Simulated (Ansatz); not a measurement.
Partial pair distribution functions of a relaxed model of amorphous Si30N44Ti3, broadened by 0.06 Å; density 3.07 g/cm³. These are PBE, scalar-relativistic without spin-orbit coupling (plane waves to 420 eV, PAW; Ansatz, an electronic-structure program) values and carry that method's errors.

It comes from a melt-quench run on a machine-learned potential (CHGNet), relaxed afterwards by DFT. N atoms were pushed apart under 1.9 Å during the dynamics, to hinder bonds among them. The hot cell started wider than the set density and was brought back towards it in steps. It is the lowest in DFT energy of 2 quenches. It is a model cell: composition and starting density were chosen by hand, and all elements were melted together. No dispersion term was used. Its density started from a set value of 3.05 and ended at 3.07 g/cm³. Cooling (nominally 300 K/ps over its main leg) ran many orders faster than in experiment, which tends to leave more defects and strain. One small periodic cell is one sample of the glass; other quenches scatter about these values. Volume and shape were free in the relaxation. On a 2×2×2 Γ-centred mesh force components of up to 0.14 eV/Å stay, since the relaxation ran on the zone centre alone.

```json
[
 {"r (Å)": "1.45", "g Si-N": "0.00", "g N-Ti": "0.00", "g Si-Si": "0.00", "g N-N": "0.00"},
 {"r (Å)": "1.55", "g Si-N": "0.33", "g N-Ti": "0.00", "g Si-Si": "0.00", "g N-N": "0.00"},
 {"r (Å)": "1.65", "g Si-N": "4.44", "g N-Ti": "0.02", "g Si-Si": "0.00", "g N-N": "0.00"},
 {"r (Å)": "1.75", "g Si-N": "10.17", "g N-Ti": "0.96", "g Si-Si": "0.00", "g N-N": "0.00"},
 {"r (Å)": "1.85", "g Si-N": "4.65", "g N-Ti": "4.24", "g Si-Si": "0.00", "g N-N": "0.00"},
 {"r (Å)": "1.95", "g Si-N": "0.63", "g N-Ti": "3.91", "g Si-Si": "0.00", "g N-N": "0.00"},
 {"r (Å)": "2.05", "g Si-N": "0.06", "g N-Ti": "3.18", "g Si-Si": "0.00", "g N-N": "0.00"},
 {"r (Å)": "2.15", "g Si-N": "0.00", "g N-Ti": "3.73", "g Si-Si": "0.00", "g N-N": "0.00"},
 {"r (Å)": "2.25", "g Si-N": "0.00", "g N-Ti": "1.59", "g Si-Si": "0.00", "g N-N": "0.00"},
 {"r (Å)": "2.35", "g Si-N": "0.00", "g N-Ti": "0.62", "g Si-Si": "0.08", "g N-N": "0.05"},
 {"r (Å)": "2.45", "g Si-N": "0.00", "g N-Ti": "0.70", "g Si-Si": "0.64", "g N-N": "0.59"},
 {"r (Å)": "2.55", "g Si-N": "0.00", "g N-Ti": "0.63", "g Si-Si": "0.53", "g N-N": "1.08"},
 {"r (Å)": "2.65", "g Si-N": "0.02", "g N-Ti": "0.44", "g Si-Si": "0.44", "g N-N": "1.75"},
 {"r (Å)": "2.75", "g Si-N": "0.15", "g N-Ti": "0.38", "g Si-Si": "1.40", "g N-N": "3.49"},
 {"r (Å)": "2.85", "g Si-N": "0.23", "g N-Ti": "0.37", "g Si-Si": "3.00", "g N-N": "4.12"},
 {"r (Å)": "2.95", "g Si-N": "0.54", "g N-Ti": "0.42", "g Si-Si": "2.85", "g N-N": "2.87"},
 {"r (Å)": "3.05", "g Si-N": "0.70", "g N-Ti": "0.35", "g Si-Si": "2.80", "g N-N": "1.54"},
 {"r (Å)": "3.15", "g Si-N": "0.74", "g N-Ti": "0.05", "g Si-Si": "2.45", "g N-N": "0.94"},
 {"r (Å)": "3.25", "g Si-N": "0.70", "g N-Ti": "0.26", "g Si-Si": "1.31", "g N-N": "0.95"},
 {"r (Å)": "3.35", "g Si-N": "0.98", "g N-Ti": "0.67", "g Si-Si": "0.75", "g N-N": "0.61"},
 {"r (Å)": "3.45", "g Si-N": "1.27", "g N-Ti": "0.82", "g Si-Si": "0.72", "g N-N": "0.62"},
 {"r (Å)": "3.55", "g Si-N": "1.29", "g N-Ti": "1.26", "g Si-Si": "0.40", "g N-N": "0.55"},
 {"r (Å)": "3.65", "g Si-N": "1.09", "g N-Ti": "1.83", "g Si-Si": "0.15", "g N-N": "0.56"},
 {"r (Å)": "3.75", "g Si-N": "0.97", "g N-Ti": "1.58", "g Si-Si": "0.22", "g N-N": "0.39"},
 {"r (Å)": "3.85", "g Si-N": "1.10", "g N-Ti": "0.75", "g Si-Si": "0.37", "g N-N": "0.43"},
 {"r (Å)": "3.95", "g Si-N": "1.56", "g N-Ti": "0.77", "g Si-Si": "0.58", "g N-N": "0.51"},
 {"r (Å)": "4.05", "g Si-N": "1.59", "g N-Ti": "1.48", "g Si-Si": "0.84", "g N-N": "0.56"},
 {"r (Å)": "4.15", "g Si-N": "1.48", "g N-Ti": "2.26", "g Si-Si": "0.75", "g N-N": "0.58"},
 {"r (Å)": "4.25", "g Si-N": "1.56", "g N-Ti": "1.55", "g Si-Si": "0.81", "g N-N": "0.81"},
 {"r (Å)": "4.35", "g Si-N": "1.66", "g N-Ti": "0.79", "g Si-Si": "0.67", "g N-N": "0.78"},
 {"r (Å)": "4.45", "g Si-N": "1.65", "g N-Ti": "1.10", "g Si-Si": "0.76", "g N-N": "0.77"},
 {"r (Å)": "4.55", "g Si-N": "1.17", "g N-Ti": "0.88", "g Si-Si": "0.87", "g N-N": "0.99"},
 {"r (Å)": "4.65", "g Si-N": "0.88", "g N-Ti": "1.20", "g Si-Si": "1.39", "g N-N": "1.25"}
]
```

Within 2.10 Å each Si has 4.00 N neighbours on average.
